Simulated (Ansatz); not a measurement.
Carrier properties of SrTiO3 under load (space group Cmmm)

Consider the following.

```
CELL_PARAMETERS angstrom
      3.88139    -0.01685     0.00000
     -0.01685     3.88139     0.00000
      0.00000     0.00000     3.89695
ATOMIC_POSITIONS crystal
  Sr 0.00000 0.00000 0.00000
  Ti 0.50000 0.50000 0.50000
  O  0.50000 0.00000 0.50000
  O  0.00000 0.50000 0.50000
  O  0.50000 0.50000 0.00000
```

All values below come from PBEsol with spin-orbit coupling, rigid bands (plane waves, PAW; Ansatz, a first-principles code). Condition of this run: uniaxial stress along [110] of 2 GPa (compression positive) (the target of the relaxation). Cell: cell and atoms relaxed with PBEsol, then loaded as said.

| Item | Result |
|---|---|
| band gap | 1.82 eV |
| electron conductivity mass (300 K, dilute) | 0.70 (x), 0.70 (y), 0.60 (z) mₑ |
| hole conductivity mass (300 K, dilute) | 1.73 (x), 1.73 (y), 2.1 (z) mₑ |
| effective density of states N_c (300 K) | 3.7e19 cm⁻³ |
| effective density of states N_v (300 K) | 2.0e20 cm⁻³ |
| density-of-states mass, electrons | 1.30 mₑ |
| density-of-states mass, holes | 3.9 mₑ |
| Seebeck coefficient, n-type 1e19 cm⁻³, 300 K | -388 μV/K |
| Seebeck coefficient, p-type 1e19 cm⁻³, 300 K | 511 μV/K |

Rigid bands; masses and Seebeck coefficients take one relaxation time τ for all states and one kind of carrier; polarons and phonon drag are left out.
